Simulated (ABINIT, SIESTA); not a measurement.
A SIESTA input for a self-consistent single point of Re (P6_3/mmc, 2 atoms in the cell) (DFT, LDA PW92, numerical atomic orbitals DZP, PseudoDojo LDA standard norm-conserving potentials (rewritten from UPF to PSML)):

```
# files in the folder: Re.psml (PseudoDojo LDA standard)
SystemName  Re
SystemLabel siesta

NumberOfAtoms                2
NumberOfSpecies              1
%block ChemicalSpeciesLabel
  1 75 Re
%endblock ChemicalSpeciesLabel
LatticeConstant              1.0 Bohr
%block LatticeVectors
     2.628945411   -4.553467062    0.000000000
     2.628945411    4.553467062    0.000000000
     0.000000000    0.000000000    8.496446762
%endblock LatticeVectors
AtomicCoordinatesFormat      Ang
%block AtomicCoordinatesAndAtomicSpecies
     1.391178000    0.803197016    1.124031500  1
     1.391178000   -0.803197016    3.372094500  1
%endblock AtomicCoordinatesAndAtomicSpecies

XC.functional                LDA
XC.authors                   PW92
PAO.BasisSize                DZP
PAO.EnergyShift              0.005 Ry
MeshCutoff                   400 Ry
%block kgrid.MonkhorstPack
   14   0   0  0.0
    0  14   0  0.0
    0   0   7  0.0
%endblock kgrid.MonkhorstPack
OccupationFunction           MP
OccupationMPOrder            0
ElectronicTemperature        0.1 eV

MaxSCFIterations             150
SCF.Mixer.Method             Broyden
SCF.Mixer.Weight             0.25
SCF.Mixer.History            6
SCF.DM.Tolerance             1.0E-05
Diag.ParallelOverK           true
WriteForces                  true
Charge.Mulliken              end
```

**Question.** Give the ABINIT input for the same structure, mesh, smearing and functional.

**Answer.** One input that does it (others would too):

```
# Re, JTH v2.0 LDA PAW
pp_dirpath "./"
pseudos "Re.LDA_PW-JTH.xml"
acell 2.7823560125 2.7823560125 4.4961260000 Angstrom
rprim
         0.5000000000   -0.8660254038    0.0000000000
         0.5000000000    0.8660254038    0.0000000000
         0.0000000000    0.0000000000    1.0000000000
natom 2
ntypat 1
znucl 75
typat 1 1
xred
         0.3333333333    0.6666666667    0.2500000000
         0.6666666667    0.3333333333    0.7500000000
ecut 20 Ha
pawecutdg 40 Ha
occopt 7
tsmear 0.00367493
nband 21
kptopt 1
ngkpt 14 14 7
nshiftk 1
shiftk 0 0 0
nstep 50
toldfe 1.0e-09
prtwf 0
prtden 0
prtvol 1
enunit 2
```

Basis, cutoffs, solver keys and any potentials are the target program's own. This input uses DFT, LDA (PW92), plane waves, PAW (JTH v2.0 LDA PAW). LDA parametrisations can differ slightly between programs.

The starting cell has typed, rounded lattice constants, without a prior relaxation at this level. Its lattice was rescaled by a random factor within 2.5 % of one.
